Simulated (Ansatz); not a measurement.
# bcc W (1 1 1) on zinc-blende InAs (1 1 1) (film strained to the substrate, faces as cut)

A periodic stack without vacuum, bcc W (1 1 1) on zinc-blende InAs (1 1 1) (film strained to the substrate, faces as cut): substrate slab As4In4, film W10, surface cells [[-1, 1], [-1, 0]] and [[1, -1], [1, 0]], film strained by -2.9 and -2.9 %, faces In/As and W/W as cut (like faces can put a slab off its formula).

The start was prepared with a machine-learned potential, and the result is one local minimum, with the in-plane cell held and forces under 0.04 eV/Å; the film can end far from its bulk form.

The numbers are results of PBE (plane waves to 420 eV, PAW; Ansatz, a quantum-chemistry and plane-wave program), not measurements. Spin–orbit coupling is left out; the runs are not spin-polarised. Its k-point mesh 8×8×1, Fermi–Dirac width 0.05 eV.

The interface area is 16.6 Å². The period is 23.57 Å. The gaps between the outermost planes at the two interfaces is 1.62 and 1.40 Å. The In–W contacts across the interfaces within 1.22 times the sum of covalent radii comes out as 7, mean 3.14 Å and the As–W contacts across the interfaces within 1.22 times the sum of covalent radii comes out as 5, mean 2.83 Å.

```
In2W5As2
1.0
    4.37451    -0.00136    -0.02747
    2.18750     3.78671    -0.08456
    0.07282    -2.05011    23.60868
As In W
4 4 10
Cartesian
  2.63211   0.34948   1.62239
  4.77159   1.71953   5.15185
  4.79813  -0.73724   8.81709
  2.62036   0.59270  12.66599
  2.62007   2.85460   0.37247
  2.57678   0.44139   4.33402
  4.79207   1.77074   7.86168
  4.79968  -0.69094  11.53663
  2.63139   0.64360  15.19604
  4.81197   1.88722  14.24863
  4.83049   1.93883  16.96612
  0.44930  -0.60253  16.11072
  0.46795  -0.54929  18.95015
  2.64919   0.69436  17.99716
  2.66719   0.74658  20.79142
  4.84856   1.99115  19.81553
  4.86736   2.04294  22.54233
  0.48624  -0.49770  21.77820
```
